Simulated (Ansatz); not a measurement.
The reference is WSi₂ (space group I4/mmm, No. 139; a = 3.229 Å, c = 7.870 Å; relaxed with 0.1 eV smearing).

Computed with plane-wave PAW DFT at the PBE level (Ansatz, a first-principles code, 420 eV), no spin-orbit coupling.

Strains are applied to the cell and any free atomic positions relax.

One change was made to it. Results:

| quantity | base | after |
|---|---|---|
| energy relative to the base (free energy F) | 0 meV/atom | +48 meV/atom |
| pressure (mean of the normal stresses, compression positive) | 0.0 GPa | -13.6 GPa |

Task: Which of these changes matches the shifts?
(A) isotropic strain −0.50 %
(B) isotropic strain +2.50 %
(C) isotropic strain +1.50 %
(D) isotropic strain −1.50 %
(E) isotropic strain −2.00 %

Result: B, isotropic strain +2.50 %. For comparison, the energy relative to the base in the other runs: isotropic strain +1.50 % gives +18 meV/atom; isotropic strain −2.00 % gives +36 meV/atom; isotropic strain −1.50 % gives +20 meV/atom; isotropic strain −0.50 % gives +2.1 meV/atom.

Stability against distortions was not tested. All final runs are without spin polarisation.
